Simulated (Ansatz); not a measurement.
Ansatz (a first-principles code) run on the (111) slab of CoSi2 (cut from a parent of space group no. 225; 9 atoms in the cell): self-consistent single point.

Computed with PBEsol, PAW files made with PBE (plane waves; Ansatz).

```yaml
crystal:
  lattice:
    - [3.77872, 0.00000, 0.00000]
    - [1.88936, 3.27247, 0.00000]
    - [0.00000, 0.00000, 21.71330]
  atoms:
    - { symbol: Co, position: [0.00000, 0.00000, 0.35790] }
    - { symbol: Co, position: [0.33333, 0.33333, 0.50000] }
    - { symbol: Co, position: [0.66667, 0.66667, 0.64209] }
    - { symbol: Si, position: [0.66667, 0.66667, 0.32238] }
    - { symbol: Si, position: [0.33333, 0.33333, 0.39343] }
    - { symbol: Si, position: [0.00000, 0.00000, 0.46448] }
    - { symbol: Si, position: [0.66667, 0.66667, 0.53552] }
    - { symbol: Si, position: [0.33333, 0.33333, 0.60657] }
    - { symbol: Si, position: [0.00000, 0.00000, 0.67762] }
```

Reference input (self-consistent single point, DFT, PBEsol, plane waves, PAW files made with PBE): basis.ecutwfc = 420 eV; kpoints.mp_grid.grid = 9 9 1; hamiltonian.xc = pbesol; hamiltonian.pseudopotentials = {kind: paw} (the program's default PAW files); scf.occupations.method = fermi_dirac; scf.occupations.width = 0.1 eV. This run's input differs from it in these lines:

Ansatz 0.2 input:
```diff
@@ -17,3 +17,3 @@
 basis:
-  ecutwfc: 420.0
+  ecutwfc: 295.0
 kpoints:
```

Output, abridged:

```
SCF iter   1: F=—  HF=-19015.035747 eV  |F-HF|=—  |Δ(HF+E_count)|=         —  Δρ=1.05e-1  dr2=4.33e1  ethr=3.10e-3  ⟨swp⟩=10.8  Hψ=3055  notcnv=0  defer=6
all-band conjugate gradients solve this SCF's bands
preconditioner: auto → LDOS
SCF iter   2: F=—  HF=-19009.541595 eV  |F-HF|=—  |Δ(HF+E_count)|=    5.49e0  Δρ=4.23e-2  dr2=3.07e0  ethr=3.10e-3  ⟨swp⟩=4.5  Hψ=1355  notcnv=0  defer=17
   [... lines left out ...]
SCF iter   9: F=—  HF=-19009.582474 eV  |F-HF|=—  |Δ(HF+E_count)|=   3.00e-5  Δρ=1.10e-4  dr2=3.29e-5  ethr=7.07e-7  ⟨swp⟩=1.4  Hψ=599  notcnv=0  defer=12
SCF iter  10: F=—  HF=-19009.582172 eV  |F-HF|=—  |Δ(HF+E_count)|=   3.02e-4  Δρ=4.99e-5  dr2=5.33e-6  ethr=4.38e-8  ⟨swp⟩=2.0  Hψ=850  notcnv=0  defer=12
SCF iter  11: F=—  HF=-19009.582175 eV  |F-HF|=—  |Δ(HF+E_count)|=   2.97e-6  Δρ=2.53e-5  dr2=1.40e-6  ethr=7.10e-9  ⟨swp⟩=1.7  Hψ=658  notcnv=0  defer=12
SCF iter  12: F=-19009.582175 eV  HF=-19009.582175 eV  |F-HF|=4.58e-8  |Δ(HF+E_count)|=   2.76e-7  Δρ=3.70e-6  dr2=4.33e-8  ethr=1.33e-10  ⟨swp⟩=15.4  Hψ=3357  notcnv=0
SCF 1 converged in 12 iterations: F = -19009.582175 eV  dr2 = 4.33e-8
Free energy (F): -19009.582175 eV
Internal energy: -19009.396350 eV  (E = F + TS)
E sigma→0 (E₀):  -19009.489262 eV
Entropy (-TS):   -0.185825 eV (-20.647 meV/atom)
Fermi energy:    2.564520 eV
--- Forces (eV/Å), atoms counted from 1 ---
  atom   1  Co    -0.00000000     0.00000000    -0.29518650
  atom   2  Co    -0.00000000     0.00000000     0.00000000
  atom   3  Co    -0.00000000    -0.00000000     0.29518650
  atom   4  Si    -0.00000000     0.00000000     0.66493141
  atom   5  Si     0.00000000     0.00000000    -0.03153877
  atom   6  Si     0.00000000    -0.00000000    -0.32150666
  atom   7  Si    -0.00000000     0.00000000     0.32150666
  atom   8  Si     0.00000000    -0.00000000     0.03153877
  atom   9  Si     0.00000000    -0.00000000    -0.66493141
--- Stress (GPa, compression-positive) ---
       -3.345636       0.000000       0.000000
       -0.000000      -3.345636       0.000000
        0.000000       0.000000      -1.564034
  P = ⅓ Tr σ = -2.7518 GPa (-27.518 kbar)
  The stress holds the Pulay correction. Without it, at fixed plane waves, as pw.x and ABINIT print it: P = -7.2815 GPa
```

The run converged in 12 iterations. Against the reference run the free energy goes up by 95.1 meV/atom and the largest force moves little (0.671 to 0.665 eV/Å).

The starting cell has typed, rounded lattice constants, without a prior relaxation at this level. The slab is cut from that crystal, and its faces are unrelaxed. Its lattice was rescaled by up to half a per cent. Spin polarisation is off. The cutoff lies below the one recommended for these files.
